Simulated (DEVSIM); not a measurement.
Structure: abrupt Si p-n junction, at 250 K.

```tsv
layer (left to right)	material	thickness (μm)	Nd (cm⁻³)	Na (cm⁻³)	τn (s)	τp (s)
1	Si	93.0	-	1.7e17	0.00028	0.00028
2	Si	1.90	3.8e16	-	0.00028	0.00028
```

Left contact: ohmic. Right contact: ohmic. Voltage is applied to the left contact. Recombination: SRH at mid-gap, radiative, Auger. Mobility is μmin + (μ − μmin)/(1 + (N/Nref)^α).

The device is made up for the run: typed textbook-type constants, with dimensions and the other settings drawn at random. Values at 300 K; Nc and Nv go as T^1.5, mobilities as T to minus their exponent, the gap by Varshni's rule with the affinity fixed.

```csv
parameter,Si
gap (eV),1.124
affinity (eV),4.05
permittivity,11.7
Nc (cm⁻³),2.86e19
Nv (cm⁻³),3.1e19
μn (cm²/Vs),1417
μp (cm²/Vs),470
"μn,min",52
"μp,min",45
"Nref,n",9.7e16
"Nref,p",2.2e17
αn,0.68
αp,0.72
T exponent of μn,2.3
T exponent of μp,2.2
B (cm³/s),4.7e-15
Cn (cm⁶/s),2.8e-31
Cp (cm⁶/s),9.9e-32
Varshni α (eV/K),0.000473
Varshni β (K),636
```

Model (solved in DEVSIM): 1D drift-diffusion, Boltzmann statistics, complete ionisation; no tunnelling, impact ionisation, image-force lowering or self-heating.

The thickness of layer 1 was swept, all else fixed.

```csv
thickness of layer 1 (μm),dark forward voltage at 1 A/cm² (V),dark forward voltage at 100 A/cm² (V)
19,0.731,0.849
33,0.732,0.864
56,0.732,0.885
93,0.733,0.916
160,0.734,0.974
280,0.735,___
460,0.737,1.235
```

**Question.** Some entries are withheld; supply them.

**Answer.** 
- 280, dark forward voltage at 100 A/cm² (V): 1.078
